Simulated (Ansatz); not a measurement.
Pressure series in WSe2

Start from WSe$_{2}$ in the 2H-MoS2 type structure (space group P6_3/mmc, No. 194; layered, stacked along the Cartesian z axis).

```yaml
crystal:
  lattice:
    - [3.27906, 0.00000, 0.00000]
    - [-1.63953, 2.83975, 0.00000]
    - [0.00000, 0.00000, 12.78607]
  atoms:
    - { symbol: W, position: [0.33333, 0.66667, 0.25000] }
    - { symbol: W, position: [0.66667, 0.33333, 0.75000] }
    - { symbol: Se, position: [0.33333, 0.66667, 0.61827] }
    - { symbol: Se, position: [0.66667, 0.33333, 0.11827] }
    - { symbol: Se, position: [0.66667, 0.33333, 0.38173] }
    - { symbol: Se, position: [0.33333, 0.66667, 0.88173] }
```

Cell and atoms are relaxed at each pressure.

Method: PBE-D3(BJ), PAW, 420 eV (Ansatz, a quantum-chemistry and plane-wave program; no SOC).

| pressure (GPa) | volume per atom (Å³/atom) |
|---|---|
| -2 | 21.046 |
| -1 | ? |
| 0 | 19.843 |
| 0.7 | 19.581 |
| 1.5 | 19.322 |
| 3 | 18.912 |
| 5 | 18.466 |
| 7.5 | 18.003 |
| 10 | 17.613 |

**Question.** Fit the third-order Birch–Murnaghan form P(V) = (3B₀/2)[(V₀/V)^(7/3) − (V₀/V)^(5/3)]·[1 + (3/4)(B₀′ − 4)((V₀/V)^(2/3) − 1)] (squares taken in P) to the rows shown and predict the withheld row.

**Answer.** Least squares on the printed values gives V₀ = 19.865 Å³/atom, B₀ = 47.7 GPa, B₀′ = 10.0; this predicts 20.340 Å³/atom, and the run gives 20.312 Å³/atom, 0.028 lower.

Load acts through the strain it causes; cell and atoms are relaxed under it. Whether these cells are dynamically stable was not tested. Competing high-pressure phases were not computed.
